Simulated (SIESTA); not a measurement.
**A self-consistent single point of La (P3m1, 4 atoms in the cell) with SIESTA**

Computed with GGA PBEsol, numerical atomic orbitals DZP, PseudoDojo PBEsol standard norm-conserving potentials (rewritten from UPF to PSML) (SIESTA).

Input as run:

```
# files in the folder: La.psml (PseudoDojo PBEsol standard)
SystemName  La
SystemLabel La

NumberOfAtoms                4
NumberOfSpecies              1
%block ChemicalSpeciesLabel
  1 57 La
%endblock ChemicalSpeciesLabel
LatticeConstant              3.751150 Ang
%block LatticeVectors
     0.500000000   -0.866025352    0.000000000
     0.500000000    0.866025352    0.000000000
     0.000000000    0.000000000    3.225464191
%endblock LatticeVectors
AtomicCoordinatesFormat      Fractional
%block AtomicCoordinatesAndAtomicSpecies
     0.000000000    0.000000000    0.504133000  1
     0.000000000    0.000000000    0.000000000  1
     0.333333000    0.666667000    0.250000000  1
     0.666667000    0.333333000    0.750000000  1
%endblock AtomicCoordinatesAndAtomicSpecies

XC.functional                GGA
XC.authors                   PBEsol
PAO.BasisSize                DZP
PAO.EnergyShift              0.005 Ry
MeshCutoff                   350 Ry
%block kgrid.MonkhorstPack
    8   0   0  0.0
    0   8   0  0.0
    0   0   2  0.0
%endblock kgrid.MonkhorstPack
OccupationFunction           FD
ElectronicTemperature        100.0 meV

MaxSCFIterations             150
SCF.Mixer.Method             Pulay
SCF.Mixer.Weight             0.25
SCF.Mixer.History            8
SCF.DM.Tolerance             1.0E-05
Diag.ParallelOverK           true
WriteForces                  true
```

The program printed (abridged):

```
reinit: Reading from file input.fdf

reinit: System Name: La
reinit: System Label: La

coor:   Atomic-coordinates input format  =     Fractional

siesta: Atomic coordinates (Bohr) and species
siesta:      0.00000   0.00000  11.52658  1        1
siesta:      0.00000   0.00000   0.00000  1        2
siesta:      3.54432   2.04632   5.71604  1        3
siesta:      3.54432  -2.04632  17.14813  1        4

siesta: System type = bulk

initatomlists: Number of atoms, orbitals, and projectors:      4    76   128

siesta: ******************** Simulation parameters ****************************
redata: Spin configuration                          = none
redata: Time-Reversal Symmetry                      = T
redata: Number of Atomic Species                    =        1
redata: Mesh Cutoff                                 =   350.0000 Ry
redata: Net charge of the system                    =     0.0000 |e|
redata: Min. number of SCF Iter                     =        0
redata: Max. number of SCF Iter                     =      150
redata: SCF convergence failure will abort job
redata: SCF mix quantity                            = Hamiltonian
redata: Mix DM or H after convergence               =   F
redata: Recompute H after scf cycle                 =   F
redata: Mix DM in first SCF step                    =   T
redata: No kicks to SCF
redata: DM Mixing Weight for Kicks                  =     0.5000
redata: Require Harris convergence for SCF          =   F
redata: Harris energy tolerance for SCF             =     0.000100 eV
redata: Require DM convergence for SCF              =   T
redata: DM tolerance for SCF                        =     0.000010
redata: Require EDM convergence for SCF             =   F
redata: EDM tolerance for SCF                       =     0.001000 eV
redata: Require H convergence for SCF               =   T
redata: Hamiltonian tolerance for SCF               =     0.001000 eV
redata: Require (free) Energy convergence for SCF   =   F
redata: (free) Energy tolerance for SCF             =     0.000100 eV
redata: Using DFT-D3 dispersion                     =   F
redata: Using Saved Data (generic)                  =   F
redata: Method of Calculation                       = Diagonalization
redata: Electronic Temperature                      =  1160.4518 K
redata: Number of TDED substeps                     =        3
redata: Dynamics option                             = Single-point calculation
redata: Save all siesta data in one NC              =   F
redata: ***********************************************************************

%block SCF.Mixers
  Pulay
%endblock SCF.Mixers

%block SCF.Mixer.Pulay
  # Mixing method
  method pulay
  variant stable

  # Mixing options
  weight 0.2500
  weight.linear 0.2500
  history 8
%endblock SCF.Mixer.Pulay

DM_history_depth set to one: no extrapolation allowed by default for geometry relaxation
Size of DM history Fstack: 1
Total number of electrons:    44.000000
Total ionic charge:    44.000000

* ProcessorY, Blocksize:    1  64

* Orbital distribution balance (max,min):    76    76

k-point displ. along   1 input, could be:     0.00    0.50
k-point displ. along   2 input, could be:     0.00    0.50
k-point displ. along   3 input, could be:     0.00    0.50
 Kpoints in:           80 . Kpoints trimmed:           77

siesta: k-grid: Number of k-points = 77
siesta: k-points from Monkhorst-Pack grid
siesta: k-cutoff (effective) =    12.099 Ang
siesta: k-point supercell and displacements
siesta: k-grid:     8     0     0      0.000
siesta: k-grid:     0     8     0      0.000
siesta: k-grid:     0     0     2      0.000

diag: Algorithm                                     = D&C
diag: Parallel over k                               =   F
diag: Use parallel 2D distribution                  =   F
diag: Parallel block-size                           = 64
diag: Parallel distribution                         =     1 x     1
diag: Used triangular part                          = Lower
diag: Absolute tolerance                            =  0.100E-15
diag: Orthogonalization factor                      =  0.100E-05
diag: Memory factor                                 =  1.0000

superc: Internal auxiliary supercell:     7 x     7 x     3  =     147
superc: Number of atoms, orbitals, and projectors:    588  11172  18816

                        Single-point calculation

superc: Internal auxiliary supercell:     7 x     7 x     3  =     147
superc: Number of atoms, orbitals, and projectors:    588  11172  18816

outcell: Unit cell vectors (Ang):
        1.875575   -3.248591    0.000000
        1.875575    3.248591    0.000000
        0.000000    0.000000   12.099200

outcell: Cell vector modules (Ang)   :    3.751150    3.751150   12.099200
outcell: Cell angles (23,13,12) (deg):     90.0000     90.0000    120.0000
outcell: Cell volume (Ang**3)        :    147.4403
new_DM -- step:     1
Initializing Density Matrix...

Attempting to read DM from file... Failed...
DM filled with atomic data:

InitMesh: MESH = 40 x 40 x 144 = 230400
InitMesh: Mesh cutoff (required, used) =   350.000   391.484 Ry

stepf: Fermi-Dirac step function

        iscf     Eharris(eV)        E_KS(eV)     FreeEng(eV)     dDmax    Ef(eV) dHmax(eV)
   scf:    1    -3792.497373    -3819.444390    -3819.602946  1.681937 -5.433934  2.051505
   scf:    2    -3816.966131    -3818.789725    -3818.951877  0.105123 -5.487505  4.929697
   scf:    3    -3819.588590    -3819.642596    -3819.804871  0.065918 -5.493733  1.108821
   scf:    4    -3819.790480    -3819.730336    -3819.894168  0.067909 -5.562085  0.359253
   scf:    5    -3819.724216    -3819.732118    -3819.897564  0.015709 -5.577777  0.280513
   scf:    6    -3819.735339    -3819.735826    -3819.901350  0.003691 -5.578560  0.029133
   [... 2 lines left out ...]
   scf:    9    -3819.736061    -3819.736069    -3819.901470  0.000194 -5.576323  0.003729
   scf:   10    -3819.736080    -3819.736075    -3819.901471  0.000103 -5.576309  0.000136
   scf:   11    -3819.736074    -3819.736074    -3819.901471  0.000014 -5.576301  0.000063
   scf:   12    -3819.736073    -3819.736074    -3819.901471  0.000018 -5.576294  0.000033
   scf:   13    -3819.736073    -3819.736073    -3819.901471  0.000004 -5.576293  0.000013

SCF Convergence by DM+H criterion
max |DM_out - DM_in|         :     0.0000044442
max |H_out - H_in|      (eV) :     0.0000132064
SCF cycle converged after 13 iterations

Using DM_out to compute the final energy and forces

siesta: E_KS(eV) =            -3819.7361

siesta: E_KS - E_eggbox =     -3819.7361

siesta: Atomic forces (eV/Ang):
     1    0.000000    0.000000   -0.160259
     2    0.000000    0.000000    0.023208
     3   -0.000000   -0.000000    0.058180
     4    0.000000   -0.000000    0.079080
   Tot    0.000000   -0.000000    0.000208
   Max    0.160259
   Res    0.054666    sqrt( Sum f_i^2 / 3N )
   Max    0.160259    constrained

Stress tensor Voigt[x,y,z,yz,xz,xy] (kbar):       -3.62       -3.62       -8.14        0.00        0.00       -0.00
(Free)E + p*V (eV/cell)    -3819.4297
Target enthalpy (eV/cell)    -3819.9015

siesta: Program's energy decomposition (eV):
siesta: Ebs     =      -921.793746
siesta: Eions   =      5537.478833
siesta: Ena     =      1259.343292
siesta: Ekin    =       876.245786
siesta: Enl     =       442.899314
siesta: Eso     =         0.000000
siesta: Edftu   =         0.000000
siesta: DEna    =        42.173224
siesta: DUscf   =         0.497656
siesta: DUext   =         0.000000
siesta: Ex      =      -819.493466
siesta: Ec      =       -83.923046
siesta: Exc     =      -903.416512
siesta: Eharris =     -3819.736073
siesta: Etot    =     -3819.736073
siesta: FreeEng =     -3819.901471

siesta: Atomic forces (eV/Ang):
siesta:      1    0.000000    0.000000   -0.160259
siesta:      2    0.000000    0.000000    0.023208
siesta:      3   -0.000000   -0.000000    0.058180
siesta:      4    0.000000   -0.000000    0.079080
siesta: ----------------------------------------
siesta:    Tot    0.000000   -0.000000    0.000208

siesta: Stress tensor (static) (eV/Ang**3):
siesta:    -0.002257   -0.000000   -0.000000
siesta:    -0.000000   -0.002259    0.000000
siesta:     0.000000    0.000000   -0.005083

siesta: Cell volume =        147.440272 Ang**3

siesta: Pressure (static):
siesta:                Solid            Molecule  Units
siesta:           0.00003485          0.00003694  Ry/Bohr**3
siesta:           0.00319968          0.00339158  eV/Ang**3
siesta:           5.12644804          5.43390795  kBar
```

The run converged in 13 iterations.

The starting cell has typed, rounded lattice constants, without a prior relaxation at this level. Its lattice was rescaled by up to half a per cent. One atom was moved a little off its site on purpose. Values carry the incompleteness of an atom-centred basis.

Cost on one core of a shared machine: roughly 70 s.
